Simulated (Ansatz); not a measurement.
Ansatz (a quantum-chemistry and plane-wave program) run on TiAl₃ (I4/mmm, 4 atoms in the cell): self-consistent single point.

Computed with PBEsol, default PAW files made with PBE (plane waves; Ansatz).

```
TiAl3
1.0
   -1.94990     1.94990     4.36757
    1.94990    -1.94990     4.36757
    1.94990     1.94990    -4.36757
Ti Al
1 3
Cartesian
  0.00000   0.00000   0.00000
  0.00000   0.00000   4.36757
  0.00000   1.94990   2.18378
  1.94990   0.00000   2.18378
```

Reference input (self-consistent single point, DFT, PBE, plane waves, default PAW files): kpoints.mp_grid.grid = 8 8 8; hamiltonian.xc = pbe; hamiltonian.pseudopotentials = {kind: paw} (the program's default PAW files); scf.occupations.method = fermi_dirac; scf.occupations.width = 0.1 eV. This run's input differs from it in these lines:

Ansatz 0.2 input:
```diff
@@ -14,3 +14,3 @@
 hamiltonian:
-  xc: pbe
+  xc: pbesol
   pseudopotentials: { kind: paw }
```

Log, with long lists cut:

```
SCF iter   1: F=—  HF=-4049.106568 eV  |F-HF|=—  |Δ(HF+E_count)|=         —  Δρ=5.20e-3  dr2=2.02e-2  ethr=1.77e-3  ⟨swp⟩=5.6  Hψ=5130  notcnv=0
all-band conjugate gradients solve this SCF's bands
preconditioner: auto → Kerker (q_TF=auto, 2.252 Å⁻¹)
SCF iter   2: F=—  HF=-4049.103463 eV  |F-HF|=—  |Δ(HF+E_count)|=   3.10e-3  Δρ=2.00e-3  dr2=2.75e-3  ethr=9.64e-5  ⟨swp⟩=1.9  Hψ=1486  notcnv=0
SCF iter   3: F=—  HF=-4049.103053 eV  |F-HF|=—  |Δ(HF+E_count)|=   4.10e-4  Δρ=4.56e-4  dr2=1.54e-4  ethr=1.31e-5  ⟨swp⟩=2.1  Hψ=1065  notcnv=0
SCF iter   4: F=—  HF=-4049.103019 eV  |F-HF|=—  |Δ(HF+E_count)|=   3.42e-5  Δρ=5.34e-5  dr2=2.50e-6  ethr=7.32e-7  ⟨swp⟩=2.5  Hψ=1262  notcnv=0
SCF iter   5: F=—  HF=-4049.103023 eV  |F-HF|=—  |Δ(HF+E_count)|=   4.79e-6  Δρ=1.15e-5  dr2=7.60e-8  ethr=1.19e-8  ⟨swp⟩=2.7  Hψ=1315  notcnv=0
SCF iter   6: F=-4049.103023 eV  HF=-4049.103023 eV  |F-HF|=1.61e-9  |Δ(HF+E_count)|=   4.33e-9  Δρ=2.15e-6  dr2=3.08e-9  ethr=3.62e-10  ⟨swp⟩=2.0  Hψ=2969  notcnv=0
SCF 1 converged in 6 iterations: F = -4049.103023 eV  dr2 = 3.08e-9
Free energy (F): -4049.103023 eV
Internal energy: -4049.044490 eV  (E = F + TS)
E sigma→0 (E₀):  -4049.073757 eV
Entropy (-TS):   -0.058533 eV (-14.633 meV/atom)
Fermi energy:    8.965424 eV
--- Forces (eV/Å), atoms counted from 1 ---
  atom   1  Ti     0.00000000     0.00000000     0.00000000
   [... zero for the other atoms too ...]
--- Stress (GPa, compression-positive) ---
       -6.295757      -0.000000       0.000000
       -0.000000      -6.295757       0.000000
        0.000000       0.000000      -6.232211
  P = ⅓ Tr σ = -6.2746 GPa (-62.746 kbar)
  The stress holds the Pulay correction. Without it, at fixed plane waves, as pw.x and ABINIT print it: P = -6.3201 GPa
```

The run converged in 6 iterations. Against the reference run the pressure goes from -3.95 to -6.27 GPa.

The starting cell comes from a database of computed structures (which also holds hypothetical and non-ambient phases and stackings), without a prior relaxation at this level. Its lattice was rescaled by a random factor within 2.5 % of one. Spin polarisation is off. With a pressure of about -6 GPa the cell is away from its equilibrium volume at this level. Ansatz's pressure includes its estimate of the finite-basis (Pulay) stress.
